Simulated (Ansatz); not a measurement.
SnSe2: uniaxial strain ε_xx = +2.95 %

The parent structure is SnSe$_{2}$ in the CdI2 type structure (space group P-3m1, No. 164; a = 3.8258 Å, c = 6.2309 Å; layered, stacked along the Cartesian z axis). Axes: x lies along a and z along c of the hexagonal cell.

One thing is altered: the cell is stretched by 2.95 % along x with no lateral relaxation, atoms relaxed at fixed cell.

All numbers come from r2SCAN+rVV10/PAW in Ansatz (an electronic-structure program), no spin-orbit coupling. k-mesh 10×10×6 (Γ-centred); smearing 0.05 eV (Fermi–Dirac).

The volume per atom rises by 0.777 Å³ to 27.10 Å³ and the shortest interatomic distance decreases by 0.0079 Å to 2.706 Å. The energy goes up by 7.4 meV/atom and the pressure (mean of the normal stresses, compression positive) goes from zero to -1.38 GPa. The band gap drops by 0.19 eV to 0.75 eV and the gap character comes out as indirect, Γ–C (21 % along) → k = (0, -1/2, 1/3) in the run's primitive reciprocal basis. The electron mass amounts to 0.21 mₑ along x, 0.67 mₑ along y, 0.54 mₑ along z (off the special points) and the largest internal atomic displacement amounts to 0.016 Å. The stress (xx, yy, zz, yz, xz, xy; compression positive) amounts to (-2.92, -0.87, -0.35, 0.00, 0.00, 0.00) GPa.

Masses are band curvatures over ±0.01 Å⁻¹ around the edge. Stability against distortions was not tested. k-point labels follow each cell's own Brillouin zone.
